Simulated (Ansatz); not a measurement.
AlB2-type TiB₂, treated with LDA (Ansatz, a program for electronic structure, plane waves, PAW).

Settings: plane-wave cutoff 520 eV, 24×24×18 k mesh (along the axes of the cell as run), Fermi–Dirac smearing 0.05 eV, no spin polarisation, scalar-relativistic PAW data made under PBE.

Cell (relaxed at this level):

```
TiB2
1.0
    1.49692    -2.59274     0.00000
    1.49692     2.59274     0.00000
    0.00000     0.00000     3.15928
Ti B
1 2
Cartesian
  0.00000   0.00000   0.00000
  1.49692   0.86425   1.57964
  1.49692  -0.86425   1.57964
```

### Question
Estimate the bulk modulus B0 and pressure derivative B′ of the bulk modulus that the calculation returns.

### Answer

* **bulk modulus B0**: 277 GPa
* **pressure derivative B′ of the bulk modulus**: 3.9

The run finds no gap.

Measured, for comparison: bulk modulus 240 GPa (room temperature, not corrected to a static lattice, our sources range from 233 to 250; as tabulated in Synthesis of Binary Transition Metal Nitrides, Carbides and Borides from the …). Computed (rounded) less measured: bulk modulus +15 % (+11 % to +19 % over the range).

Note: the bulk modulus comes from volumes at which shape and atoms were relaxed.

The computed numbers hold no vibrational or temperature effects.
